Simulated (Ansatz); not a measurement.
A 32-atom cell of Pb(Se,Te) started in the rock salt structure, site fractions Se 0.750, Te 0.250, short-range order -0.06 among the nearest mixed sites (0 is random, a negative value favours unlike neighbours), space group P1 at the end. The mixed sublattice has 16 sites.

The mixing enthalpy is taken against the end members in the rock salt type, relaxed in the same cell and mesh.

These are PBE (plane waves to 420 eV, PAW; Ansatz, an electronic-structure program) values and carry that method's errors. Scalar-relativistic, without spin–orbit coupling; with elements this heavy it can move edges by tenths of an eV. Its k-point mesh 3×3×3, Fermi–Dirac width 0.01 eV.

```csv
cell,energy at zero smearing (eV)
PbSe,-278025.954
PbTe,-302194.979
Pb4Se3Te,-284067.793
```

**Question.** Work out the mixing enthalpy per mixed site and the interaction parameter Ω of a regular solution.

**Answer.** With x = 4/16 of the second end member, ΔH = [-284067.793 − 12/16 × (-278025.954) − 4/16 × (-302194.979)] / 16 = 26.1 meV against the separate end members. Ω = ΔH / x(1 − x) = 139 meV, which puts the top of the miscibility gap of this model at Ω / 2k = 810 K.
